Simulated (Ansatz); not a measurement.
The starting structures come from a database of crystals and need not be the phases stable at ambient conditions.

 Where the default PAW files enter, the runs use the earlier of Ansatz's two default sets.

The decay constant κ of evanescent states in the gap governs leakage through a thin film.

Here is the system:

```yaml
crystal:
  lattice:
    - [7.21938, 0.00000, 0.00000]
    - [3.60969, 7.15044, 0.00000]
    - [3.60969, -0.60742, 1.99357]
  atoms:
    - { symbol: In, position: [0.83313, 0.50020, 0.50020] }
    - { symbol: In, position: [0.66647, 0.00020, 0.00020] }
    - { symbol: P, position: [0.45853, 0.87480, 0.87480] }
    - { symbol: P, position: [0.29187, 0.37480, 0.37480] }
```

Space group of this cell: P6_3mc, wurtzite. The cell is taken as given.

Transport runs along the normal of the first two printed cell vectors, the (111) plane of the conventional cell.

The gap is the functional's own, uncorrected, and κ follows it; spin-orbit coupling is left out. Mid-gap values are interpolated between the computed energies.

Question: State the band gap and the smallest decay constant κ at mid-gap according to Ansatz (an electronic-structure program) with r2SCAN.

Answer: Gap 1.10 eV on a 16×16×16 mesh; κ = 0.075 1/Å, at the zone centre.
